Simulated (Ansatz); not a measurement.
An Ansatz (a first-principles code) run: ZnGeP2 with a change (isotropic strain −2.25 %); Ansatz PBEsol, scalar-relativistic without spin-orbit coupling.

Input:

Ansatz 0.2 input:
```yaml
crystal:
  lattice:
    - [-2.6511110512, 2.6511110512, 5.2343686943]
    - [2.6511110512, -2.6511110512, 5.2343686943]
    - [2.6511110512, 2.6511110512, -5.2343686943]
  atoms:
    - { symbol: Zn, position: [0, 0, 0] }
    - { symbol: Zn, position: [0.75, 0.25, 0.5] }
    - { symbol: Ge, position: [0.5, 0.5, 0] }
    - { symbol: Ge, position: [0.25, 0.75, 0.5] }
    - { symbol: P, position: [0.875, 0.8733400478, 0.4983400478] }
    - { symbol: P, position: [0.1266599522, 0.625, 0.0016599522] }
    - { symbol: P, position: [0.375, 0.3766599522, 0.5016599522] }
    - { symbol: P, position: [0.6233400478, 0.125, 0.9983400478] }
basis: { ecutwfc: 420, ecutrho_ratio: 4, xc_grid: 2, fft_grid_basis: typed }
kpoints: { mp_grid: { grid: [9, 9, 9] } }
hamiltonian:
  xc: pbesol
  dispersion: none
  pseudopotentials: { kind: paw }
scf: { occupations: { method: fermi_dirac, width: 0.05 }, convergence: { dr2_threshold: 0.0000000008 } }
relax: { f_tol: 0.005, max_steps: 50 }
output: { forces: true, stress: true }
checkpoint: { write: state.ck, write_every: 1000 }
```

Output (explanatory and most iteration lines left out):

```
Relaxation: its limit of steps is 50 (relax.max_steps)
Pseudopotential: Zn, paw, valence charge 12
Pseudopotential: Ge, paw, valence charge 14
Pseudopotential: P, paw, valence charge 5
Crystal: 8 atoms, lattice volume = 147.157 Å³
Basis set: ecut = 420 eV, 2897 PW (Γ), exchange–correlation on 90×90×90 points (8 copies of the dense FFT grid, shifted against one another)
Bands: 44, of which v1, the nominal top of the filled ones, is band 36 counted from 1 (35 counted from 0)
Symmetry: 8 space group operations
Space group: I-42d (ITA 122), of the structure as read, at distance tolerance 5.3e-5 Å
k-points: 75 of 729 (time reversal used)
Functional: x = pbesol(κ = 0.804, μ = 0.12345679012345678), c = pbesol(β = 0.046)
SCF iter   1: F=—  HF=-18030.472118 eV  |F-HF|=—  |Δ(HF+E_count)|=         —  Δρ=4.25e-3  dr2=2.72e-2  ethr=1.77e-3  ⟨swp⟩=8.9  Hψ=15741  notcnv=0  defer=6
SCF iter   2: F=—  HF=-18030.460903 eV  |F-HF|=—  |Δ(HF+E_count)|=   1.12e-2  Δρ=1.66e-3  dr2=4.99e-3  ethr=3.78e-5  ⟨swp⟩=2.0  Hψ=5902  notcnv=0  defer=133
SCF 1 converged in 9 iterations: F = -18030.458978 eV  dr2 = 3.51e-10
relax step   1: F+E_penalty+E_count = -18030.45897751 eV  Δ(F+E_penalty+E_count) = +0.000e0 eV  max|allowed force component| = 1.193e-1 eV/Å  Δτ_max = 0.0000 Å  (9 SCF iters, accepted)
Crystal: 8 atoms, lattice volume = 147.157 Å³
SCF iter   1: F=—  HF=-18030.460763 eV  |F-HF|=—  |Δ(HF+E_count)|=         —  Δρ=4.04e-4  dr2=1.74e-4  ethr=2.27e-7  ⟨swp⟩=3.0  Hψ=11483  notcnv=0  defer=141
SCF iter   2: F=—  HF=-18030.460734 eV  |F-HF|=—  |Δ(HF+E_count)|=   2.89e-5  Δρ=1.82e-4  dr2=3.83e-5  ethr=2.27e-7  ⟨swp⟩=2.1  Hψ=4612  notcnv=0  defer=141
SCF 2 converged in 7 iterations: F = -18030.460742 eV  dr2 = 3.23e-10
relax step   2: F+E_penalty+E_count = -18030.46074193 eV  Δ(F+E_penalty+E_count) = -1.764e-3 eV  max|allowed force component| = 4.339e-2 eV/Å  Δτ_max = 0.0054 Å  (7 SCF iters, accepted)
Crystal: 8 atoms, lattice volume = 147.157 Å³
SCF iter   1: F=—  HF=-18030.461013 eV  |F-HF|=—  |Δ(HF+E_count)|=         —  Δρ=2.32e-4  dr2=5.70e-5  ethr=7.92e-7  ⟨swp⟩=3.2  Hψ=7660  notcnv=0  defer=141
SCF iter   2: F=—  HF=-18030.461002 eV  |F-HF|=—  |Δ(HF+E_count)|=   1.08e-5  Δρ=1.04e-4  dr2=1.26e-5  ethr=7.91e-8  ⟨swp⟩=2.1  Hψ=5041  notcnv=0  defer=140
SCF 3 converged in 6 iterations: F = -18030.461012 eV  dr2 = 3.38e-10
relax step   3: F+E_penalty+E_count = -18030.46101153 eV  Δ(F+E_penalty+E_count) = -2.696e-4 eV  max|allowed force component| = 6.346e-5 eV/Å  Δτ_max = 0.0031 Å  (6 SCF iters, accepted)
SCF converged after 6 iterations
Free energy (F): -18030.461012 eV
Internal energy: -18030.461011 eV  (E = F + TS)
E sigma→0 (E₀):  -18030.461011 eV
Entropy (-TS):   -0.000001 eV (-0.000 meV/atom)
Fermi energy:    8.873605 eV
--- Forces (eV/Å), atoms counted from 1 ---
  atom   1  Zn     0.00000000     0.00000000     0.00000000
  atom   2  Zn    -0.00000000    -0.00000000     0.00000000
  atom   3  Ge     0.00000000     0.00000000    -0.00000000
  atom   4  Ge     0.00000000    -0.00000000    -0.00000000
  atom   5  P      0.00006346    -0.00000000     0.00000000
  atom   6  P      0.00000000    -0.00006346     0.00000000
  atom   7  P     -0.00006346    -0.00000000     0.00000000
  atom   8  P     -0.00000000     0.00006346     0.00000000
--- Stress (GPa, compression-positive) ---
        6.634656      -0.000000       0.000000
        0.000000       6.634656      -0.000000
       -0.000000      -0.000000       6.641904
  P = ⅓ Tr σ = 6.6371 GPa (66.371 kbar)
--- Relaxed structure (3 steps of the walk, 3 accepted, 0 SCFs on fresh bases) ---
  atoms:
    - { symbol: Zn, position: [-1.0224035805617737e-20, 4.968619985269242e-35, -1.022403580561769e-20] }
    - { symbol: Zn, position: [0.75, 0.25, 0.5] }
    - { symbol: Ge, position: [0.5, 0.5, -1.0224035805617773e-20] }
    - { symbol: Ge, position: [0.25, 0.75, 0.5] }
    - { symbol: P, position: [0.8749999999999999, 0.8749483019338788, 0.49994830193387896] }
    - { symbol: P, position: [0.12505169806612104, 0.625, 5.1698066121042e-5] }
    - { symbol: P, position: [0.375, 0.37505169806612104, 0.5000516980661212] }
    - { symbol: P, position: [0.624948301933879, 0.12500000000000003, 0.999948301933879] }
```

Whether these cells are dynamically stable was not tested. The cell was made from ZnGeP₂ in the chalcopyrite structure (space group I-42d, No. 122) by this change: isotropic strain −2.25 %.
